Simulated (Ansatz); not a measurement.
NiTe₂ (P-3m1, No. 164, 3 atoms in the cell; start mp-2578)

Level of theory: r²SCAN+rVV10 in Ansatz (PAW).

Run with plane-wave cutoff 560 eV, 18×18×10 k mesh (along the axes of the cell as run), Fermi–Dirac smearing 0.05 eV, no spin polarisation, scalar-relativistic PAW data made under PBE.

Cell (relaxed at this level):

```cif
data_NiTe2
_chemical_formula_sum 'Ni1 Te2'
_space_group_name_H-M_alt 'P 1'
_space_group_IT_number 1
_cell_length_a 3.85129
_cell_length_b 3.85129
_cell_length_c 5.27755
_cell_angle_alpha 90.000
_cell_angle_beta 90.000
_cell_angle_gamma 120.000
loop_
_space_group_symop_operation_xyz
  'x, y, z'
loop_
_atom_site_label
_atom_site_type_symbol
_atom_site_fract_x
_atom_site_fract_y
_atom_site_fract_z
_atom_site_occupancy
Ni1 Ni 0.00000 0.00000 0.00000 1
Te1 Te 0.33333 0.66667 0.24650 1
Te2 Te 0.66667 0.33333 0.75350 1
```

| Quantity | Result |
|---|---|
| band gap | none |

Note: the relaxation could not lower the start's symmetry, so the cell can be a saddle point above a distorted one.

Spin–orbit coupling is not included; it can open a gap where bands touch, and shift volumes and moduli.

Static lattice: no zero-point or thermal effects.

Cost on a shared machine: about 9 core-minutes (a rough figure).

A start named mp-… is a Materials Project structure, which need not be a measured phase.

Ansatz is an electronic-structure program.
